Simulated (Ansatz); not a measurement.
Results of G0W0@PBEsol (plane waves, hard PAW, contour deformation; Ansatz, a quantum-chemistry and plane-wave program) for BaSiO3 (model structure, from the tetragonal perovskite type, P4mm, No. 99).

The cell is the one relaxed with PBEsol. Conventional cell: a = 3.5271 Å, b = 3.5271 Å, c = 4.9633 Å, α = 90.00°, β = 90.00°, γ = 90.00°.

The quasiparticle gap at Γ at a fixed k mesh 2×2×2:

```
response cutoff           value (eV)
------------------------  ----------
150 eV, 473 empty bands        4.243
200 eV, 729 empty bands        4.339
250 eV, 1018 empty bands       4.396
300 eV, 1338 empty bands       4.432
```

Taking the value to converge with the response cutoff E as E^(−3/2), extrapolate from the last two rows.

With y = y∞ + c/w and weights w = 3953 and 5196 for the last two rows, y∞ = (w2 y2 − w1 y1)/(w2 − w1) = (5196 × 4.432 − 3953 × 4.396)/1243 = 4.546 eV, which lies 0.114 beyond the last row. Successive pairs of rows give 4.517, 4.539, 4.546. The limit also hangs on the law assumed, so its last digits aren't firm.

The other settings are not extrapolated, so this is the limit in one setting alone.

The smallest gap on this mesh is 3.11 eV, away from Γ.

Spin–orbit coupling is not included.

A model structure was made by putting elements into a prototype or built by hand; it is no filed structure, need not be a known phase, and can be a saddle point held by its symmetry.
